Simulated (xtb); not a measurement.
xtb 6.7.1, GFN1-xTB: Ca(Cl)(amdMe)(tmeda) (CC1[N](C)[Ca]2([Cl])(<-[N]=1C)<-[N](C)(C)CC[N]->2(C)C), 41 atoms. The geometry is a generated start, not checked to be a minimum at this level.

| Property | Result |
|---|---|
| run flags | --grad |
| method | GFN1-xTB |
| --acc | 1 (default) |
| --etemp (K) | 300 (default) |
| basis functions | 126 |
| valence electrons | 94 |

One run each on 1 thread. Values of broydamp tried: 0.02, 0.05, 0.1, 0.2, 0.4 (default), 0.6, 0.8, 1.

### Question
How does the count of SCC iterations change with broydamp, and where is it least?

### Answer
Fewest SCC iterations: 0.4 (default) with 11. The count rises to 21 at 0.02. All converge to one solution.

| broydamp | SCC iterations | end |
|---|---|---|
| 0.02 | 21 | same solution |
| 0.05 | 19 | same solution |
| 0.1 | 14 | same solution |
| 0.2 | 13 | same solution |
| 0.4 (default) | 11 | same solution |
| 0.6 | 13 | same solution |
| 0.8 | 15 | same solution |
| 1 | 16 | same solution |
